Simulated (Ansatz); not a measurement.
# AgI, pressure series

Start from AgI in the rock salt structure (space group Fm-3m, No. 225; a = 5.9847 Å; a cell from a computed database, its experimental status unchecked).

Cell and atoms are relaxed at each pressure.

All numbers come from DFT with PBEsol, PAW potentials and a 420 eV plane-wave cutoff in Ansatz (an electronic-structure program), scalar-relativistic without spin-orbit coupling.

```tsv
pressure (GPa)	volume per atom (Å³/atom)
-2	28.140
-1	27.422
0	26.794
0.3	26.629
1.5	26.022
3	25.358
5	?
7.5	23.834
10	23.183
```

Problem. Fit the third-order Birch–Murnaghan form P(V) = (3B₀/2)[(V₀/V)^(7/3) − (V₀/V)^(5/3)]·[1 + (3/4)(B₀′ − 4)((V₀/V)^(2/3) − 1)] (squares taken in P) to the rows shown and predict the withheld row.

Solution. Least squares on the printed values gives V₀ = 26.800 Å³/atom, B₀ = 46.7 GPa, B₀′ = 5.4; this predicts 24.612 Å³/atom, and the run gives 24.615 Å³/atom, 0.003 higher.

A case with no gap was solved on a k-mesh chosen for an insulator, which is coarse for it. Load acts through the strain it causes; cell and atoms are relaxed under it. Stability against distortions was not tested. No other phases were tried under pressure. All final runs are without spin polarisation. This is not the structure that AgI has at room temperature and ambient pressure.
